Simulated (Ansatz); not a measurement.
The structure below was relaxed with DFT with PBEsol, PAW potentials and a 420 eV plane-wave cutoff in Ansatz (a quantum-chemistry and plane-wave program), without spin-orbit coupling.

```xyz
6
Lattice="1.5398 -6.5291 0.0000 1.5398 6.5291 0.0000 0.0000 0.0000 2.8619" Properties=species:S:1:pos:R:3 pbc="T T T"
C      1.5398    -6.1211     2.1464
C      1.5398     6.1211     0.7155
C      1.5398     3.2832     2.1464
C      1.5398    -3.2832     0.7155
Hf     1.5398    -1.5076     2.1464
Hf     1.5398     1.5076     0.7155
```

### Question
Find the space group and the Wyckoff positions.

### Answer
Space group Cmcm (No. 63); a = 3.080 Å, b = 13.058 Å, c = 2.862 Å, α = 90.00°, β = 90.00°, γ = 90.00°

```
atom  site  symmetry       x       y       z
----  ----  --------  ------  ------  ------
C       4c       m2m  0.0000  0.0312  0.2500
C       4c       m2m  0.0000  0.2486  0.7500
Hf      4c       m2m  0.0000  0.3846  0.2500
```

### Question
Describe the coordination.

### Answer
The crystal has 12 atoms in its conventional cell. Conventional cell: a = 3.0795 Å, b = 13.0582 Å, c = 2.8619 Å, α = β = γ = 90.00°. C1 has 2 C at 1.647 Å and 6 Hf at 2.372–2.458 Å. C2 sees 4 Hf at 2.280–2.322 Å. Hf is coordinated by 10 C at 2.280–2.458 Å. (Neighbours: up to the widest gap in distance over summed covalent radii, below 1.35, at either atom; cation-cation and far metal-metal contacts left out.)

Whether these cells are dynamically stable was not tested. The final runs are not spin-polarised. The cell was made from HfSi2 by this change: Si → C; the result is a hypothetical phase, not in the database extracts checked.
